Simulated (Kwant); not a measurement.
Device: zigzag graphene ribbon with Haldane second-neighbour hopping. 19 zigzag chains, bond 0.142 nm, hopping 2.7 eV, scattering region 11 nm long; sites with one neighbour are removed; energy swept from -0.589 to 0.589 eV from the neutrality point. Staggered potential ±Δ on the two sublattices, Δ = 0.089 eV. Second-neighbour term iλ/(3√3) ν with λ = 0.25 eV, a model term that the material doesn't have.

Constants are typed, rounded textbook-type inputs, not results; the design itself was drawn at random and stands for no fabricated device.

Model: nearest-neighbour tight-binding model of a honeycomb sheet with an imaginary second-neighbour term, one spin, coherent transport at 0 K (Kwant). Conductance is in e²/h.

Q: Is the sheet in its topological phase, how wide is its bulk gap, and what conductance is due inside it?

A: At the two valleys the masses are λ ± Δ = 0.339 and 0.161 eV; the bulk gap is 2|λ − Δ| = 0.322 eV. λ > Δ, so the phase is topological, with edge channels that give G = 1. Simulated at 0.0589 eV: 1.00 e²/h.
